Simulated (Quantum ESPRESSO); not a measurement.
# Habitual settings against a tight run: Fe2B (I4/mcm, 6 atoms in the cell)

Self-consistent single point.

```yaml
crystal:
  lattice:
    - [-2.52915, 2.52915, 2.10138]
    - [2.52915, -2.52915, 2.10138]
    - [2.52915, 2.52915, -2.10138]
  atoms:
    - { symbol: Fe, position: [0.66755, 0.16755, 0.83510], spin: 4.0 }
    - { symbol: Fe, position: [0.33245, 0.83245, 0.16490], spin: 4.0 }
    - { symbol: Fe, position: [0.16755, 0.33245, 0.50000], spin: 4.0 }
    - { symbol: Fe, position: [0.83245, 0.66755, 0.50000], spin: 4.0 }
    - { symbol: B, position: [0.25000, 0.25000, 0.00000] }
    - { symbol: B, position: [0.75000, 0.75000, 0.00000] }
```
(The spins are starting values, not results.)

Computed with LDA (PZ), PSlibrary PAW (LDA) pseudopotentials (plane waves; Quantum ESPRESSO).

Base settings: ecutwfc = 55 Ry; ecutrho = 385 Ry; occupations = smearing; smearing = gauss; degauss = 0.0099958 Ry; nspin = 2; potentials = {Fe: Fe.pz-n-kjpaw_psl.1.0.0.UPF, B: B.pz-n-kjpaw_psl.1.0.0.UPF}; K_POINTS = automatic 7 7 7 0 0 0; conv_thr = 1e-10 Ry; mixing_beta = 0.2.

Tight run (finer mesh or higher cutoff; not a proven limit): ecutwfc: 55 Ry → 77 Ry; ecutrho: 385 Ry → 539 Ry; conv_thr: 1e-10 Ry → 7.3e-11 Ry; K_POINTS: automatic 7 7 7 0 0 0 → automatic 10 10 10 0 0 0. It gave Fermi level (on the code's own zero) 13.90 eV; pressure -20.17 GPa; largest force (vector length) 0.195 eV/Å; size of the cell's spin moment 6.03 μB; site moments (μB, in the program's spheres or projections) Fe 1.52, Fe 1.52, Fe 1.52, Fe 1.52, B -0.08, B -0.08.

Quick runs, as changes from the base:
- A: the base itself
- B: ecutwfc: 55 Ry → 33 Ry; ecutrho: 385 Ry → 231 Ry; conv_thr: 1e-10 Ry → 7.3e-06 Ry; K_POINTS: automatic 7 7 7 0 0 0 → automatic 6 6 6 0 0 0
- C: ecutwfc: 55 Ry → 28 Ry; ecutrho: 385 Ry → 196 Ry; K_POINTS: automatic 7 7 7 0 0 0 → automatic 8 8 8 1 1 1
- D: ecutwfc: 55 Ry → 38 Ry; ecutrho: 385 Ry → 266 Ry; K_POINTS: automatic 7 7 7 0 0 0 → automatic 8 8 8 1 1 1
- E: ecutwfc: 55 Ry → 38 Ry; ecutrho: 385 Ry → 266 Ry; smearing: gauss → mp; degauss: 0.0099958 Ry → 0.036749 Ry; conv_thr: 1e-10 Ry → 7.3e-06 Ry; K_POINTS: automatic 7 7 7 0 0 0 → automatic 4 4 4 0 0 0

Energies are extrapolated to zero smearing width, which holds to low order in the width alone (under cold and Methfessel-Paxton smearing the free energy itself is taken).

Dashes: pressure of B, E, not trusted under this conv_thr with d or f elements; time of E, under 30 s.

The count of work is k-points × plane waves × bands × iterations; it is no time. Core times come from one kind of shared machine and are given to one figure; runs under 30 s give none.

The starting cell comes from a database of computed structures (which also holds hypothetical and non-ambient phases and stackings), without a prior relaxation at this level. Its lattice was rescaled by a random factor within 2.5 % of one. The magnetic order is the one reached from the typed start; others were not searched systematically. In the base run, with a pressure of about -20 GPa the cell is away from its equilibrium volume at this level.

| run | energy less tight (meV/atom) | pressure less tight (GPa) | largest miss in a force vector (eV/Å) | size of the net moment less tight (μB/atom) | count of work / tight | core time / tight (rough) |
|---|---|---|---|---|---|---|
| A | 2.9 | -0.10 | 0.007 | 0.00 | 0.17 | 0.1 |
| B | 45.6 | – | 0.004 | -0.01 | 0.066 | 0.1 |
| C | 179.2 | -24.00 | 0.014 | -0.03 | 0.12 | 0.2 |
| D | 35.0 | -0.21 | 0.000 | 0.00 | 0.19 | 0.2 |
| E | 40.4 | – | 0.021 | -0.02 | 0.018 | – |

Among the runs at the tight run's level, the energy misses run from 2.9 to 179.2 meV/atom.

Left out of this page: 1 run of the series outside the window shown, repeating another row's setting, or not comparable.
